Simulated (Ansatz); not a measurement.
CsCl-type TiCo

Computed with PBEsol (PAW; Ansatz, a first-principles code).

Run with plane-wave cutoff 520 eV, 22×22×22 k mesh, Fermi–Dirac smearing 0.032 eV (set by the program), no spin polarisation, scalar-relativistic PAW data made under PBE.

Cell (relaxed at this level):

```
CELL_PARAMETERS angstrom
      2.93304     0.00000     0.00000
      0.00000     2.93304     0.00000
      0.00000     0.00000     2.93304
ATOMIC_POSITIONS crystal
  Ti 0.00000 0.00000 0.00000
  Co 0.50000 0.50000 0.50000
```

```
Quantity                                          Value
---------------------------------------------  --------
elastic constant C11                            236 GPa
elastic constant C12                            176 GPa
elastic constant C44                           62.3 GPa
Voigt–Reuss–Hill bulk modulus                   196 GPa
Voigt–Reuss–Hill shear modulus (Hill average)  46.6 GPa
Young modulus                                   129 GPa
Poisson ratio                                     0.390
```

Elastic constants are with the ions relaxed.

Computed values are for the static lattice.
